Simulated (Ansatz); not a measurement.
Take In$_{2}$Ge$_{2}$O$_{7}$ (space group C2/m, No. 12) as the base.

```yaml
crystal:
  lattice:
    - [3.32724, -4.43386, 0.00000]
    - [3.32724, 4.43386, 0.00000]
    - [-1.03884, 0.00000, 4.85041]
  atoms:
    - { symbol: In, position: [0.30704, 0.69296, 0.00000] }
    - { symbol: In, position: [0.69296, 0.30704, 0.00000] }
    - { symbol: Ge, position: [0.76313, 0.76313, 0.59426] }
    - { symbol: Ge, position: [0.23687, 0.23687, 0.40574] }
    - { symbol: O, position: [0.40728, 0.07383, 0.21185] }
    - { symbol: O, position: [0.59272, 0.92617, 0.78815] }
    - { symbol: O, position: [0.92617, 0.59272, 0.78815] }
    - { symbol: O, position: [0.07383, 0.40728, 0.21185] }
    - { symbol: O, position: [0.00000, 0.00000, 0.50000] }
    - { symbol: O, position: [0.41309, 0.41309, 0.72662] }
    - { symbol: O, position: [0.58691, 0.58691, 0.27338] }
```

Cartesian axes are those of the cell as printed.

Method: PBEsol/PAW in Ansatz (a first-principles code), no spin-orbit coupling.

Base values:

The band gap is 1.99 eV and the valence-band top at Γ comes out as 0.00, -0.34, -0.45 eV.

Now apply this change: tensile biaxial strain of 1.01 % in the plane normal to [001], as in epitaxy on a mismatched substrate; the out-of-plane cell vector and the atoms relax.

Question: What happens to the band gap?

Answer: The band gap drops by 0.09 eV, from 1.99 eV to 1.90 eV.

Question: Predict the new valence-band top at Γ.

Answer: The valence-band top at Γ (three highest levels, from the VBM) changes from 0.00, -0.34, -0.45 eV to 0.00, -0.37, -0.48 eV.

Whether these cells are dynamically stable was not tested.
